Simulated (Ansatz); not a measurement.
## bcc W (1 1 0) on silicon (1 1 0) (film strained to the substrate, faces as cut)

A periodic stack without vacuum, bcc W (1 1 0) on silicon (1 1 0) (film strained to the substrate, faces as cut): substrate slab Si32, film W24, surface cells [[0, 2], [-1, 0]] and [[-4, -1], [-2, -2]], film strained by -0.8 and -0.8 %, faces Si/Si and W/W as cut (like faces can put a slab off its formula).

The start was prepared with a machine-learned potential, and the result is one local minimum, with the in-plane cell held and forces under 0.04 eV/Å; the film can end far from its bulk form.

Level of theory: PBE (plane waves to 420 eV, PAW; Ansatz, a quantum-chemistry and plane-wave program). No spin–orbit coupling; the runs are not spin-polarised. Its k-point mesh 4×5×1, Fermi–Dirac width 0.05 eV.

- interface area: 42.3 Å²
- period: 24.70 Å
- gaps between the outermost planes at the two interfaces: 1.82 and 1.82 Å
- Si–W contacts across the interfaces within 1.22 times the sum of covalent radii: 28, mean 2.69 Å
- hole barrier (PBE): 0.46 eV
- electron barrier (PBE): 0.14 eV

```yaml
crystal:
  lattice:
    - [7.73516, -0.00140, -0.10013]
    - [-0.00037, 5.46909, -0.10081]
    - [0.97537, -0.45242, 24.69939]
  atoms:
    - { symbol: Si, position: [0.56772, 0.49206, 0.12383] }
    - { symbol: Si, position: [0.07368, 0.47710, 0.12257] }
    - { symbol: Si, position: [0.81749, 0.24385, 0.12238] }
    - { symbol: Si, position: [0.32325, 0.22980, 0.12418] }
    - { symbol: Si, position: [0.82890, 0.12076, 0.03077] }
    - { symbol: Si, position: [0.37020, 0.01913, 0.03973] }
    - { symbol: Si, position: [0.07769, 0.56838, 0.03076] }
    - { symbol: Si, position: [0.53359, 0.67504, 0.03954] }
    - { symbol: Si, position: [0.05716, 0.51330, 0.27764] }
    - { symbol: Si, position: [0.55799, 0.50831, 0.27874] }
    - { symbol: Si, position: [0.30605, 0.26365, 0.27930] }
    - { symbol: Si, position: [0.80904, 0.25987, 0.27712] }
    - { symbol: Si, position: [0.31533, 0.99753, 0.20208] }
    - { symbol: Si, position: [0.81261, 0.99520, 0.19870] }
    - { symbol: Si, position: [0.56251, 0.74941, 0.20172] }
    - { symbol: Si, position: [0.06573, 0.75148, 0.19903] }
    - { symbol: Si, position: [0.54607, 0.53626, 0.43290] }
    - { symbol: Si, position: [0.04279, 0.53410, 0.43550] }
    - { symbol: Si, position: [0.79322, 0.28801, 0.43246] }
    - { symbol: Si, position: [0.29600, 0.29049, 0.43580] }
    - { symbol: Si, position: [0.80244, 0.02193, 0.35525] }
    - { symbol: Si, position: [0.29954, 0.02568, 0.35744] }
    - { symbol: Si, position: [0.05135, 0.77233, 0.35691] }
    - { symbol: Si, position: [0.55056, 0.77718, 0.35584] }
    - { symbol: Si, position: [0.03096, 0.71697, 0.60375] }
    - { symbol: Si, position: [0.57423, 0.61016, 0.59498] }
    - { symbol: Si, position: [0.27963, 0.16495, 0.60375] }
    - { symbol: Si, position: [0.73884, 0.26728, 0.59481] }
    - { symbol: Si, position: [0.29080, 0.04200, 0.51216] }
    - { symbol: Si, position: [0.78520, 0.05598, 0.51042] }
    - { symbol: Si, position: [0.54062, 0.79387, 0.51076] }
    - { symbol: Si, position: [0.03475, 0.80842, 0.51197] }
    - { symbol: W, position: [0.14919, 0.45362, 0.67931] }
    - { symbol: W, position: [0.81261, 0.60964, 0.67760] }
    - { symbol: W, position: [0.14881, 0.95387, 0.68281] }
    - { symbol: W, position: [0.81992, 0.10495, 0.68094] }
    - { symbol: W, position: [0.48592, 0.29643, 0.67741] }
    - { symbol: W, position: [0.47790, 0.80211, 0.68097] }
    - { symbol: W, position: [0.97407, 0.79830, 0.77218] }
    - { symbol: W, position: [0.64092, 0.96874, 0.77103] }
    - { symbol: W, position: [0.97474, 0.30128, 0.77148] }
    - { symbol: W, position: [0.64162, 0.46823, 0.77096] }
    - { symbol: W, position: [0.30893, 0.63608, 0.77171] }
    - { symbol: W, position: [0.30853, 0.13957, 0.77227] }
    - { symbol: W, position: [0.80008, 0.14621, 0.86226] }
    - { symbol: W, position: [0.46770, 0.31702, 0.86350] }
    - { symbol: W, position: [0.79967, 0.64970, 0.86281] }
    - { symbol: W, position: [0.46699, 0.81759, 0.86357] }
    - { symbol: W, position: [0.13382, 0.98449, 0.86305] }
    - { symbol: W, position: [0.13461, 0.48746, 0.86233] }
    - { symbol: W, position: [0.63068, 0.48368, 0.95355] }
    - { symbol: W, position: [0.29587, 0.67630, 0.95693] }
    - { symbol: W, position: [0.62269, 0.98937, 0.95711] }
    - { symbol: W, position: [0.28857, 0.18094, 0.95359] }
    - { symbol: W, position: [0.95969, 0.33188, 0.95170] }
    - { symbol: W, position: [0.95935, 0.83207, 0.95522] }
```
